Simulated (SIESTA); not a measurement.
**How far to go with the k-point mesh: YZnCuP2 (P3m1, 5 atoms in the cell)**

```
CELL_PARAMETERS angstrom
      3.97527     0.00000     0.00000
     -1.98763     3.44268     0.00000
      0.00000     0.00000     6.56420
ATOMIC_POSITIONS crystal
  Y  0.33333 0.66667 0.99216
  Zn 0.00000 0.00000 0.37651
  Cu 0.66667 0.33333 0.63951
  P  0.66667 0.33333 0.25670
  P  0.00000 0.00000 0.74274
```

Computed with LDA PW92, numerical atomic orbitals DZP, PseudoDojo LDA standard norm-conserving potentials (rewritten from UPF to PSML) (SIESTA 5.4.2).

Base settings: XC.functional = LDA; XC.authors = PW92; potentials = PseudoDojo LDA standard; PAO.BasisSize = DZP; PAO.EnergyShift = 0.01 Ry; MeshCutoff = 400 Ry; kgrid.MonkhorstPack = 3 3 2; OccupationFunction = MP; OccupationMPOrder = 0; ElectronicTemperature = 100 meV.

The second cell is the first with its lattice scaled by 0.98.

Only quantities that move along the ladder and can be compared are tabulated.

The starting cell comes from a database of computed structures (which also holds hypothetical and non-ambient phases and stackings), without a prior relaxation at this level. Its lattice was rescaled by up to half a per cent. One atom was moved a little off its site on purpose. Spin polarisation is off. Values carry the incompleteness of an atom-centred basis. In the base run, with a pressure of about -8 GPa the cell is away from its equilibrium volume at this level.

| kgrid.MonkhorstPack | free energy less the last step's (meV/atom) | energy of the compressed cell less the first (meV/atom) | pressure (GPa) | largest difference of a force vector from the last step's (eV/Å) |
|---|---|---|---|---|
| 2 2 1 | 250.27 | -24.79 | -6.60 | 0.741 |
| 2 2 2 | 333.75 | -32.35 | -7.35 | 0.570 |
| 3 3 2 | 65.71 | -32.22 | -7.57 | 0.317 |
| 4 4 2 | 17.65 | -37.25 | -8.27 | 0.220 |
| 6 6 3 | 3.76 | -35.17 | -8.01 | 0.037 |
| 8 8 4 | 0.59 | -35.13 | -8.01 | 0.017 |
| 9 9 5 | 0.28 | -35.09 | -8.00 | 0.008 |
| 11 11 6 | 0.10 | -35.04 | -7.99 | 0.003 |
| 14 14 7 | 0.01 | -35.06 | -8.00 | 0.003 |
| 17 17 9 | 0.00 | -35.05 | -8.00 | 0.001 |
| 19 19 10 | 0.00 | -35.04 | -7.99 | 0.000 |

Coarsest kgrid.MonkhorstPack that holds the pressure within 0.2 GPa of the last step, with all finer ones: 6 6 3; the step before is off by 0.28 GPa.

Coarsest kgrid.MonkhorstPack that holds the free energy within 5 meV/atom of the last step, with all finer ones: 6 6 3; the step before is off by 18 meV/atom.

Coarsest kgrid.MonkhorstPack that holds the energy of the compressed cell less the first within 1 meV/atom of the last step, with all finer ones: 6 6 3; the step before is off by 2.2 meV/atom.

The energy difference between the two cells stays within 1 meV/atom of the last step's from 6 6 3 on, the total only from 8 8 4 on: much of the error is common to both cells and cancels.

Two neighbours can agree and both be off: 2 2 2 and 3 3 2 differ by 0.12 meV/atom in the energy of the compressed cell less the first, yet lie about 2.8 meV/atom from the last step.
